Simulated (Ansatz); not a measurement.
The starting structures come from a database of crystals and need not be the phases stable at ambient conditions.

Input:

```
CELL_PARAMETERS angstrom
      5.76564     0.00000     0.00000
      0.00000    11.92265     0.00000
      1.57027     5.96133     2.56668
ATOMIC_POSITIONS crystal
  Cd 0.86844 0.93422 0.63156
  Cd 0.13156 0.56578 0.36844
  Cd 0.63156 0.31578 0.36844
  Cd 0.36844 0.68422 0.63156
  Si 0.50000 0.25000 0.00000
  Si 0.00000 0.00000 0.00000
  O  0.29238 0.91684 0.51900
  O  0.70762 0.43584 0.48100
  O  0.70762 0.27178 0.10376
  O  0.29238 0.37554 0.89624
  O  0.20762 0.33316 0.48100
  O  0.79238 0.81416 0.51900
  O  0.79238 0.97822 0.89624
  O  0.20762 0.87446 0.10376
```

Space group of this cell: Fddd. The cell is taken as given; by r2SCAN its mean pressure is -1.1 GPa.

Transport runs along the normal of the first two printed cell vectors.

No gap correction and no spin-orbit coupling; mid-gap values are interpolated between computed energies.

**Question.** Estimate the band gap and the smallest decay constant κ at mid-gap that r2SCAN (Ansatz, an electronic-structure program) returns for this system.

**Answer.** Gap 2.14 eV on a 12×12×12 mesh; κ = 0.252 1/Å, at the zone centre.
